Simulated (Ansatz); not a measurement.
**PBE against r2SCAN: AlN**

Take AlN in the zinc blende structure (space group F-43m, No. 216; a = 4.403 Å) as the base.

(Cell as relaxed with PBE.)

Levels (all Ansatz, a first-principles code, PAW, earlier PAW set): PBE (420 eV, scalar-relativistic without spin-orbit coupling); r2SCAN (500 eV, no spin-orbit coupling).

Each level relaxes its own structure.

| quantity | PBE | r2SCAN |
|---|---|---|
| volume per atom | 10.67 Å³ | [?] |
| lattice parameter a | 4.403 Å | [?] |
| band gap | 3.31 eV | [?] |
| gap character | indirect, Γ → X | [?] |
| electron mass | 0.53 mₑ along k, 0.33 mₑ across | [?] |

Problem. What does r2SCAN give?

Solution. 
- volume per atom, r2SCAN: 10.43 Å³
- lattice parameter a, r2SCAN: 4.370 Å
- band gap, r2SCAN: 3.93 eV
- gap character, r2SCAN: indirect, Γ → X
- electron mass, r2SCAN: 0.51 mₑ along k, 0.33 mₑ across

PBE's volume per atom lies 0.24 Å³ above r2SCAN's (2.3 %); PBE's lattice parameter a lies 0.033 Å above r2SCAN's (0.8 %); PBE's band gap lies 0.62 eV below r2SCAN's; the two agree on the gap character. Neither level is exact; r2SCAN is the comparison here, not a measurement.

Masses are band curvatures over ±0.01 Å⁻¹ around the edge. Along k means along the line from Γ to the band edge. Whether these cells are dynamically stable was not tested. This is not the structure that AlN has at room temperature and ambient pressure.
